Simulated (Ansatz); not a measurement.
**A computed series for Si: response to strain**

The parent structure is Si in the diamond structure (space group Fd-3m, No. 227).

```yaml
crystal:
  lattice:
    - [0.00000, 2.72216, 2.72216]
    - [2.72216, 0.00000, 2.72216]
    - [2.72216, 2.72216, 0.00000]
  atoms:
    - { symbol: Si, position: [0.50000, 0.50000, 0.50000] }
    - { symbol: Si, position: [0.75000, 0.75000, 0.75000] }
```

Cartesian axes are those of the cell as printed.

Strains are applied to the cell and any free atomic positions relax; under biaxial strain the out-of-plane vector relaxes too.

The values are results of r2SCAN in Ansatz (plane waves to 500 eV, PAW, scalar-relativistic without spin-orbit coupling), not measurements.

Notes on the quantities. pressure: mean of the normal stresses, compression positive.

```csv
variant,space group,pressure,electron mass,band gap,volume per atom
base,Fd-3m (No. 227),0.00 GPa,"0.91 mₑ along k, 0.19 mₑ across (off the special points)",0.78 eV,20.17 Å³
"biaxial strain −1.74 %, plane normal [001], relaxed out of plane",I4_1/amd (No. 141),2.25 GPa,"0.90 mₑ along k, 0.19 mₑ across (off the special points)",0.56 eV,19.72 Å³
"biaxial strain −1.51 %, plane normal [001], relaxed out of plane",I4_1/amd (No. 141),1.94 GPa,"0.90 mₑ along k, 0.19 mₑ across (off the special points)",0.59 eV,19.78 Å³
"biaxial strain −1.04 %, plane normal [001], relaxed out of plane",I4_1/amd (No. 141),1.32 GPa,"0.90 mₑ along k, 0.19 mₑ across (off the special points)",___,___
"biaxial strain +3.26 %, plane normal [110], relaxed out of plane",Imma (No. 74),___,"0.95 mₑ along k, 0.19 mₑ across (off the special points)",0.54 eV,___
"biaxial strain +2.84 %, plane normal [111], relaxed out of plane",R-3m (No. 166),-3.95 GPa,–,0.59 eV,21.10 Å³
isotropic strain +0.79 %,Fd-3m (No. 227),-2.18 GPa,"0.91 mₑ along k, 0.19 mₑ across (off the special points)",0.82 eV,20.65 Å³
uniaxial strain ε_zz = +3.83 %,I4_1/amd (No. 141),-3.40 GPa,"0.94 mₑ along k, 0.19 mₑ across (off the special points)",0.63 eV,20.94 Å³
tensor shear ε_xz = −0.50 %,Imma (No. 74),0.00 GPa,–,0.72 eV,20.17 Å³
```

Some entries are withheld; estimate them.


- biaxial strain −1.04 %, plane normal [001], relaxed out of plane, band gap: 0.65 eV
- biaxial strain −1.04 %, plane normal [001], relaxed out of plane, volume per atom: 19.90 Å³
- biaxial strain +3.26 %, plane normal [110], relaxed out of plane, pressure: -4.42 GPa
- biaxial strain +3.26 %, plane normal [110], relaxed out of plane, volume per atom: 21.23 Å³

A biaxial case was relaxed in a doubled cell and then solved in the primitive one. Effective masses come from finite differences of ±0.01 Å⁻¹. Along k means along the line from Γ to the band edge. No phonon test of stability was made. Labels are those of the standard path for the cell's own space group.

Ansatz is a first-principles code.
